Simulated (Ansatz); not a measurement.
## TlBr, response to strain

The parent structure is TlBr in the CsCl type structure (space group Pm-3m, No. 221; a = 3.840 Å). Axes: x, y, z lie along the cube axes.

Strains are applied to the cell and any free atomic positions relax; under biaxial strain the out-of-plane vector relaxes too.

All numbers come from Kohn–Sham DFT with the LDA functional, run in Ansatz (an electronic-structure program) with PAW and 420 eV plane waves, no spin-orbit coupling.

Candidates:
(a) biaxial strain −1.25 %, plane normal [111], relaxed out of plane
(b) biaxial strain +2.08 %, plane normal [111], relaxed out of plane
(c) biaxial strain +0.83 %, plane normal [111], relaxed out of plane
(d) biaxial strain −1.67 %, plane normal [111], relaxed out of plane
(e) biaxial strain −2.50 %, plane normal [111], relaxed out of plane

Problem. Order them by out-of-plane strain, lowest first.

Solution. (b) biaxial strain +2.08 %, plane normal [111], relaxed out of plane (-1.70 %), (c) biaxial strain +0.83 %, plane normal [111], relaxed out of plane (-0.75 %), (a) biaxial strain −1.25 %, plane normal [111], relaxed out of plane (+1.31 %), (d) biaxial strain −1.67 %, plane normal [111], relaxed out of plane (+1.86 %), (e) biaxial strain −2.50 %, plane normal [111], relaxed out of plane (+3.07 %)

No phonon test of stability was made.
